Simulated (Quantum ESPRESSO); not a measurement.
Quantum ESPRESSO run on TlCl (Fm-3m, 2 atoms in the cell): self-consistent single point.

Method of the run: LDA (PZ), GBRV 1.5 ultrasoft (LDA) pseudopotentials (plane waves; Quantum ESPRESSO).

The change in words: lattice scaled by 0.98. Reference geometry:
```xyz
2
Lattice="0.0000 3.2195 3.2195 3.2195 0.0000 3.2195 3.2195 3.2195 0.0000" Properties=species:S:1:pos:R:3 pbc="T T T"
Tl     0.0000     0.0000     0.0000
Cl     3.2195     3.2195     3.2195
```

Reference input (self-consistent single point, DFT, LDA (PZ), plane waves, GBRV 1.5 ultrasoft (LDA) pseudopotentials): ecutwfc = 40 Ry; ecutrho = 200 Ry; occupations = smearing; smearing = fermi-dirac; degauss = 0.000734986 Ry; potentials = {Tl: tl_lda_v1.2.uspp.F.UPF, Cl: cl_lda_v1.4.uspp.F.UPF}; K_POINTS = automatic 5 5 5 0 0 0; conv_thr = 1e-10 Ry; mixing_beta = 0.3. This run's input differs from it in these lines:

```diff
@@ -10,3 +10,3 @@
     ibrav = 0,
-    celldm(1) = 8.6041711187,
+    celldm(1) = 8.4320876963,
     nat = 2,
@@ -32,3 +32,3 @@
 Tl    0.0000000000    0.0000000000    0.0000000000
-Cl    3.2195500000    3.2195500000    3.2195500000
+Cl    3.1551590000    3.1551590000    3.1551590000
 K_POINTS automatic
```

Log, with long lists cut:

```
     Self-consistent Calculation

     iteration #  1     ecut=    40.00 Ry     beta= 0.30

     Threshold (ethr) on eigenvalues was too large:
     Diagonalizing with lowered threshold

     negative rho (up, down):  5.908E-02 0.000E+00

     total energy              =    -178.27482178 Ry
     estimated scf accuracy    <       0.06544831 Ry

     iteration #  2     ecut=    40.00 Ry     beta= 0.30

     negative rho (up, down):  5.877E-02 0.000E+00

     total energy              =    -178.27941471 Ry
     estimated scf accuracy    <       0.00696804 Ry

     iteration #  3     ecut=    40.00 Ry     beta= 0.30

     negative rho (up, down):  5.815E-02 0.000E+00

     total energy              =    -178.28022130 Ry
     estimated scf accuracy    <       0.00113471 Ry

   [... 7 blocks of this kind left out ...]

     iteration # 11     ecut=    40.00 Ry     beta= 0.30

     negative rho (up, down):  5.792E-02 0.000E+00

     total energy              =    -178.28037014 Ry
     estimated scf accuracy    <          2.5E-10 Ry

     iteration # 12     ecut=    40.00 Ry     beta= 0.30

     negative rho (up, down):  5.792E-02 0.000E+00
     End of self-consistent calculation

     the Fermi energy is     5.0086 ev

!    total energy              =    -178.28037014 Ry
     estimated scf accuracy    <          6.4E-11 Ry
     smearing contrib. (-TS)   =       0.00000000 Ry
     internal energy E=F+TS    =    -178.28037014 Ry

     convergence has been achieved in  12 iterations

     negative rho (up, down):  5.792E-02 0.000E+00

     Forces acting on atoms (cartesian axes, Ry/au):

     atom    1 type  1   force =     0.00000000   -0.00000000   -0.00000000
     atom    2 type  2   force =     0.00000000    0.00000000    0.00000000

     Total force =     0.000000     Total SCF correction =     0.000000

     negative rho (up, down):  5.792E-02 0.000E+00
          total   stress  (Ry/bohr**3)                   (kbar)     P=      -22.10
  -0.00015025  -0.00000000  -0.00000000          -22.10       -0.00       -0.00
  -0.00000000  -0.00015025  -0.00000000           -0.00      -22.10       -0.00
  -0.00000000  -0.00000000  -0.00015025           -0.00       -0.00      -22.10

   JOB DONE.
```

The run converged in 12 iterations. Against the reference run the free energy drops by 25.0 meV/atom, the pressure goes from -3.28 to -2.21 GPa and the gap on the mesh goes from 2.751 to 2.622 eV.

The starting cell comes from a database of computed structures (which also holds hypothetical and non-ambient phases and stackings), without a prior relaxation at this level. For this run, on top of that: lattice scaled by 0.98. Spin-orbit coupling is off.
